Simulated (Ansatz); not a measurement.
Abridged Ansatz (a quantum-chemistry and plane-wave program) output:

```
Relaxation: its limit of steps is 50 (relax.max_steps)
Pseudopotential: Hf, paw, valence charge 26
Crystal: 2 atoms, lattice volume = 38.613 Å³
Basis set: ecut = 420 eV, 749 PW (Γ), exchange–correlation on 48×48×72 points (8 copies of the dense FFT grid, shifted against one another)
Bands: 32, of which v1, the nominal top of the filled ones, is band 26 counted from 1 (25 counted from 0)
Symmetry: 24 space group operations
k-points: 336 of 5292
Functional: x = slater, c = lda
SCF iter   1: F=—  HF=-30953.650281 eV  |F-HF|=—  |Δ(HF+E_count)|=         —  Δρ=4.60e-3  dr2=2.11e-3  ethr=1.77e-3  ⟨swp⟩=5.5  Hψ=36754  notcnv=0
SCF iter   2: F=—  HF=-30953.649646 eV  |F-HF|=—  |Δ(HF+E_count)|=   6.35e-4  Δρ=2.66e-3  dr2=7.95e-4  ethr=4.05e-6  ⟨swp⟩=2.1  Hψ=21412  notcnv=0
SCF 1 converged in 9 iterations: F = -30953.649533 eV  dr2 = 6.57e-12
relax step   1: F+E_penalty+E_count = -30953.64953314 eV  Δ(F+E_penalty+E_count) = +0.000e0 eV  max|allowed force component| = 9.252e-17 eV/Å  Δτ_max = 0.0000 Å  (9 SCF iters, accepted)
SCF converged after 9 iterations
Free energy (F): -30953.649533 eV
Internal energy: -30953.596609 eV  (E = F + TS)
E sigma→0 (E₀):  -30953.623071 eV
Entropy (-TS):   -0.052924 eV (-26.462 meV/atom)
Fermi energy:    22.972864 eV
--- Forces (eV/Å), atoms counted from 1 ---
  atom   1  Hf    -0.00000000    -0.00000000    -0.00000000
  atom   2  Hf     0.00000000    -0.00000000     0.00000000
--- Stress (GPa, compression-positive) ---
       10.118909       0.000000      -0.000000
       -0.000000      10.118909       0.000000
       -0.000000       0.000000      10.970466
  P = ⅓ Tr σ = 10.4028 GPa (104.028 kbar)
--- Relaxed structure (1 steps of the walk, 1 accepted, 0 SCFs on fresh bases) ---
  atoms:
    - { symbol: Hf, position: [0.6666666666666666, 0.33333333333333337, 0.75] }
    - { symbol: Hf, position: [0.33333333333333337, 0.6666666666666667, 0.25] }
```

What was computed, and what are the main results?

Hf, 2 atoms in the cell, with LDA (Ansatz, PAW, without spin-orbit coupling). The last SCF converged to F = -30953.649533 eV, or -15476.8248 eV per atom, at a pressure of 10.40 GPa. The total energy compares only with runs of the same code, potentials and settings.

The cells carry an imposed strain or load. No phonon test of stability was made. All final runs are without spin polarisation. The cell was made from Hf in the hcp (Mg type) structure (space group P6_3/mmc, No. 194) by this change: isotropic strain −2.50 %.

Keys are those of Ansatz 0.2.
